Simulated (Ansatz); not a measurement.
Data:

```
Li2S
1.0
    5.23908     0.05667     0.01436
    0.05667     5.22968     0.06007
    0.01436     0.06007     5.30438
Li S
4 2
Direct
  0.75000   0.75000   0.75000
  0.75000   0.25000   0.25000
  0.25000   0.75000   0.25000
  0.25000   0.25000   0.75000
  0.99518   0.99895   0.99564
  0.50482   0.50105   0.50436
```

No spin polarisation.

Method: r2SCAN (Ansatz, an electronic-structure program, PAW, scalar-relativistic without spin-orbit coupling). k-mesh 7×7×7 (Γ-centred); smearing 0.05 eV (Fermi–Dirac).

**Question.** Predict the band gap, pressure and gap character.

**Answer.** 
- Band gap: 3.32 eV
- Pressure (mean of the normal stresses, compression positive): -0.48 GPa
- Gap character: indirect, X → Γ

The cells carry an imposed strain or load. Whether these cells are dynamically stable was not tested. The cell was made from Li2S (space group Pn-3m, No. 224; a hypothetical phase, not in the database extracts checked) by this change: strain tensor (xx, yy, zz, yz, xz, xy) = (+0.30, +0.12, +1.55, +1.15, +0.28, +1.09) %.
